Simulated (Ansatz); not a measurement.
## HgS: response to strain

Start from HgS in the zinc blende structure (space group F-43m, No. 216; a = 5.8759 Å). Axes: x, y, z lie along the cube axes.

Strains are applied to the cell and any free atomic positions relax.

All numbers come from Kohn–Sham DFT with the PBEsol functional, run in Ansatz (a first-principles code) with PAW and 420 eV plane waves, no SOC.

Notes on the quantities. pressure: mean of the normal stresses, compression positive; energy relative to the base: free energy F.

| case | pressure | volume per atom | energy relative to the base |
|---|---|---|---|
| base | 0.0 GPa | 25.36 Å³ | 0 meV/atom |
| tensor shear ε_xy = +1.14 % | 0.0 GPa | 25.36 Å³ | +1.0 meV/atom |
| tensor shear ε_xy = +2.00 % | -0.1 GPa | 25.35 Å³ | +3.1 meV/atom |
| tensor shear ε_xy = +1.43 % | 0.0 GPa | 25.35 Å³ | +1.6 meV/atom |
| tensor shear ε_xy = +1.71 % | 0.0 GPa | 25.35 Å³ | +2.3 meV/atom |
| tensor shear ε_xy = +0.29 % | 0.0 GPa | 25.36 Å³ | +0.1 meV/atom |
| tensor shear ε_xy = +0.86 % | 0.0 GPa | 25.36 Å³ | +0.6 meV/atom |
| tensor shear ε_xy = +0.57 % | 0.0 GPa | 25.36 Å³ | +0.3 meV/atom |

No phonon test of stability was made. All final runs are without spin polarisation.
